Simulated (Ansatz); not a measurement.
Start from ScCu2 (space group I4/mmm, No. 139; a = 3.251 Å, c = 8.242 Å; a cell from a computed database, its experimental status unchecked). Axes: x, y, z lie along a, b, c of the conventional cell.

Calculations: Ansatz (a first-principles code), PBEsol, PAW, cutoff 420 eV, no spin-orbit coupling.

Strains are applied to the cell and any free atomic positions relax.

One change was made to it. Results:

```json
[
 {"quantity": "energy relative to the base (free energy F)", "base": "0 meV/atom", "after": "+3.8 meV/atom"},
 {"quantity": "pressure (mean of the normal stresses, compression positive)", "base": "0.0 GPa", "after": "-2.6 GPa"}
]
```

Problem. Which of these changes matches the shifts?
(A) uniaxial strain ε_xx = −3.62 %
(B) strain tensor (xx, yy, zz, yz, xz, xy) = (−0.32, −3.73, +0.46, −0.61, +1.29, −0.67) %
(C) uniaxial strain ε_xx = +2.47 %
(D) uniaxial strain ε_yy = +3.85 %

Solution. C, uniaxial strain ε_xx = +2.47 %. For comparison, the energy relative to the base in the other runs: uniaxial strain ε_xx = −3.62 % gives +8.9 meV/atom; uniaxial strain ε_yy = +3.85 % gives +9.2 meV/atom; strain tensor (xx, yy, zz, yz, xz, xy) = (−0.32, −3.73, +0.46, −0.61, +1.29, −0.67) % gives +13 meV/atom.

Without a gap, meshes like the base's 20×20×20 leave anisotropic stresses uncertain by several tenths of a GPa, and small strain energies with them. Whether these cells are dynamically stable was not tested. All final runs are without spin polarisation.
